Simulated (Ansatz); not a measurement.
BeCl2 (Ibam, No. 72), treated with G0W0@PBEsol+SOC in Ansatz (plane waves, hard PAW, contour deformation, complete-basis limit, spin–orbit shift from PBEsol).

Numerical settings: largest k mesh 6×6×6 (not extrapolated in the mesh).

Cell (measured lattice):

Space group Ibam (No. 72); a = 5.285 Å, b = 9.807 Å, c = 5.227 Å, α = β = γ = 90.00°

```
atom  site  symmetry       x       y       z
----  ----  --------  ------  ------  ------
Cl      8j       ..m  0.2070  0.1117  0.0000
Be      4a       222  0.0000  0.0000  0.2500
```
(The calculation used a cell of 6 atoms; values per cell refer to that cell.)

Estimate the band gap that the calculation returns.


* **band gap**: 9.28 eV

Note: the correction to the complete basis was taken at k points off the band edges; spin–orbit coupling enters as the shift of the gap found with a semilocal functional; cell and atoms aren't relaxed at this level.

The computed numbers hold no vibrational or temperature effects.

Ansatz is a program for electronic structure.
